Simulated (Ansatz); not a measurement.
System: O-vacancy pair (O on one host C site, one C site vacant) in 3C silicon carbide (charge state +2). These are PBE, PAW (plane waves to 420 eV; Ansatz, an electronic-structure program) values and carry that method's errors.

64-site cell at the relaxed PBE lattice, a 2×2×2 k-point mesh shifted by half a step, smearing 0.01 eV, spin-restricted, no finite-size correction. Energies are static. The charge state is imposed; whether it is stable for some Fermi level was not computed. Forms of the defect that were not tried may lie lower. On the k-point mesh the defect's levels are only partly filled at one site or more.

Barriers: single points on a 3×3×3 k-point mesh shifted by half a step at the bands' geometries.

The step: one C atom jumps into the vacancy from a nearby C site (O-vacancy distance between ideal sites 3.10 → 5.36 Å). Atoms about the jump, Cartesian Å from the middle of the jump, before and after:

```csv
atom,x0,y0,z0,x1,y1,z1
C1,-1.15,0.01,-1.17,1.15,-0.01,1.17
Si2,-0.20,1.10,0.03,-0.09,1.01,0.15
Si3,-0.02,-0.58,1.71,-0.04,-1.02,2.16
Si4,2.27,-1.16,0.02,2.20,-1.08,0.01
Si5,0.00,-1.07,-2.18,-0.07,-1.00,-2.27
C6,1.10,-2.15,-1.06,1.04,-2.11,-1.09
Si7,-2.19,-1.07,-0.02,-2.07,-0.98,0.15
C8,-1.03,-2.11,1.07,-1.05,-2.22,1.17
C9,1.07,2.14,-1.01,1.04,2.12,-1.05
Si10,0.01,-3.26,0.01,0.01,-3.26,0.01
C11,-1.15,2.30,1.11,-1.09,2.22,1.16
C12,3.28,0.01,-1.05,3.30,0.01,-1.07
Si13,2.27,1.11,2.29,2.23,1.12,2.22
O14,1.28,-2.35,3.48,1.12,-2.19,3.32
```

Task: Where do these atoms stand at the saddle point, and how high is it?

Result: 
```
atom      x      y      z
----  -----  -----  -----
C1     0.31  -0.29   0.05
Si2   -0.27   1.39  -0.31
Si3   -0.07  -0.77   1.82
Si4    2.08  -1.12  -0.12
Si5    0.08  -1.18  -2.03
C6     1.17  -2.39  -1.14
Si7   -2.16  -1.21   0.09
C8    -1.05  -2.28   1.17
C9     1.11   2.31  -1.15
Si10   0.03  -3.34   0.01
C11   -1.13   2.28   1.11
C12    3.26   0.01  -1.09
Si13   2.16   1.05   2.27
O14    1.24  -2.29   3.44
```
It lies 4.34 eV above the start and 3.36 eV above the end. The saddle point's order was not checked.
